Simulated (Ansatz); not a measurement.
## Zr2SiN (model structure, started from the MAX type, P6₃/mmc, No. 194, 8 atoms in the cell)

The numbers are results of LDA (Ansatz, a quantum-chemistry and plane-wave program, plane waves, PAW), not measurements.

Run with plane-wave cutoff 520 eV, 24×24×4 k mesh (along the axes of the cell as run), Fermi–Dirac smearing 0.05 eV, scalar-relativistic PAW data made under PBE.

Cell (relaxed at this level):

```xyz
8
Lattice="3.2047 0.0000 0.0000 -1.6024 2.7754 0.0000 0.0000 0.0000 13.3433" Properties=species:S:1:pos:R:3 pbc="T T T"
Si     0.0000     1.8503    10.0074
Si     1.6024     0.9251     3.3358
Zr     0.0000     1.8503     1.2643
Zr     1.6024     0.9251     7.9359
Zr     1.6024     0.9251    12.0790
Zr     0.0000     1.8503     5.4074
N      0.0000     0.0000     0.0000
N      0.0000     0.0000     6.6716
```

```json
{
 "band_gap": "zero (no gap)",
 "bulk modulus B0": "182 GPa"
}
```

Note: the bulk modulus is −V dP/dV from two relaxed cells at ±2 % in volume; the relaxation could raise the start's symmetry but not lower it, so the cell can be a saddle point.

Spin–orbit coupling is not included.

Computed values are for the static lattice.

Cost on a shared machine: about 9 core-minutes (a rough figure).

A model structure was made by putting elements into a prototype or built by hand; it is no filed structure, need not be a known phase, and can be a saddle point held by its symmetry.
